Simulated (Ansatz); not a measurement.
Interstitial Li across 6 hosts. Computed with PBE, PAW (plane waves to 420 eV; Ansatz, a first-principles code). Charged cells are image-corrected; levels hold to tenths of an eV, spin–orbit coupling is left out, only levels at least 0.1 eV inside the gap count (those within 0.2 eV of an edge may still be shallow), and each defect is the lowest state found from one start.

| host | site at the start | sites, k-points | gap (eV) | localised charge states | levels above the VBM (eV) |
|---|---|---|---|---|---|
| corundum | void with 3O nearest, no. 1 | 120, 2×2×2 Γ-centred | 5.85 | +1 | none; +1 throughout |
| monoclinic HfO2 | void with 3O nearest, no. 1 | 96, 2×2×2 shifted | 4.04 | +1 | none; +1 throughout |
| metastable 2H silicon carbide | void with 1C3Si nearest | 96, 2×2×2 shifted | 2.31 | +1 | none; +1 throughout |
| 4H silicon carbide | void with 4C nearest | 96, 2×2×2 shifted | 2.23 | +1 | none; +1 throughout |
| zinc-blende BAs | void with 4B nearest | 64, 2×2×2 shifted | 1.20 | +1 | none; +1 throughout |
| 3C silicon carbide | void with 4C nearest | 64, 2×2×2 shifted | 1.37 | +1 | none; +1 throughout |

No host shows a level in the gap.
